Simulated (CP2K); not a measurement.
Band structure of Ca₃AsP (Pm-3m, 5 atoms in the cell).

```yaml
crystal:
  lattice:
    - [5.42485, 0.00000, 0.00000]
    - [0.00000, 5.42485, 0.00000]
    - [0.00000, 0.00000, 5.42485]
  atoms:
    - { symbol: Ca, position: [0.00000, 0.50000, 0.50000] }
    - { symbol: Ca, position: [0.50000, 0.00000, 0.50000] }
    - { symbol: Ca, position: [0.50000, 0.50000, 0.00000] }
    - { symbol: P, position: [0.00000, 0.00000, 0.00000] }
    - { symbol: As, position: [0.50000, 0.50000, 0.50000] }
```

Computed with PBEsol, GPW, DZVP-MOLOPT-SR-GTH basis, GTH-PBE potentials (GTH_POTENTIALS) (CP2K).

Settings: CUTOFF = 500 Ry; REL_CUTOFF = 50 Ry; SMEAR/METHOD = GAUSSIAN; SIGMA = 0.05 eV; KPOINTS/SCHEME = MONKHORST-PACK 4 4 4; GAMMA_CENTERED = T; XC_FUNCTIONAL = PBE:PBESOL; Ca/BASIS_SET = DZVP-MOLOPT-SR-GTH; Ca/POTENTIAL = GTH-PBE-q10; P/BASIS_SET = DZVP-MOLOPT-SR-GTH; P/POTENTIAL = GTH-PBE-q5; As/BASIS_SET = DZVP-MOLOPT-SR-GTH; As/POTENTIAL = GTH-PBE-q5; METHOD = GPW.

The starting cell comes from a database of computed structures (which also holds hypothetical and non-ambient phases and stackings), without a prior relaxation at this level. Values carry the incompleteness of an atom-centred basis. The potentials were made for another functional than the one used. The run gives no clean gap (levels at the Fermi energy touch, overlap or are partly filled at this smearing), which alone does not show that the compound is a metal.

Levels in eV from the Fermi level, bands 17 to 22:
```csv
point,17,18,19,20,21,22
Γ,-1.79,-0.03,-0.02,-0.02,-0.02,0.85
X,-1.78,-1.78,-0.78,-0.78,1.36,1.39
M,-1.98,-1.06,-1.06,-0.71,1.74,1.83
R,-3.28,-1.34,-1.34,-1.34,2.11,2.11
```

No band crosses the Fermi level by more than 0.03 eV along this path.

Higher empty bands are left out: an atom-centred basis made for the valence describes them poorly.
